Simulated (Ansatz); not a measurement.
Results of PBEsol (PAW; Ansatz, an electronic-structure program) for GeSe (Fm-3m, No. 225, 2 atoms in the cell; start mp-10759; a measured phase of this formula has another space group).

Run with plane-wave cutoff 520 eV, 10×10×10 k mesh, Fermi–Dirac smearing 0.01 eV, scalar-relativistic PAW data made under PBE.

Cell (relaxed at this level):

Space group Fm-3m (No. 225); a = 5.561 Å, b = 5.561 Å, c = 5.561 Å, α = 90.00°, β = 90.00°, γ = 90.00°

```
atom  site  symmetry       x       y       z
----  ----  --------  ------  ------  ------
Ge      4a      m-3m  0.0000  0.0000  0.0000
Se      4b      m-3m  0.5000  0.5000  0.5000
```
(The calculation used a cell of 2 atoms; values per cell refer to that cell.)

Task: Estimate the band gap, Γ–Γ gap and bulk modulus that the calculation returns.

Result: 
band gap: 0.30 eV (on the SCF k mesh)
Γ–Γ gap: 6.56 eV
bulk modulus: 66.7 GPa

Note: the relaxation could not lower the start's symmetry, so the cell can be a saddle point above a distorted one; the bulk modulus is −V dP/dV from two relaxed cells at ±2 % in volume.

Spin–orbit coupling is not included.

Static lattice: no zero-point or thermal effects.

It cost around 20 core-seconds (rough) of CPU time.

A start named mp-… is a Materials Project structure, which need not be a measured phase.
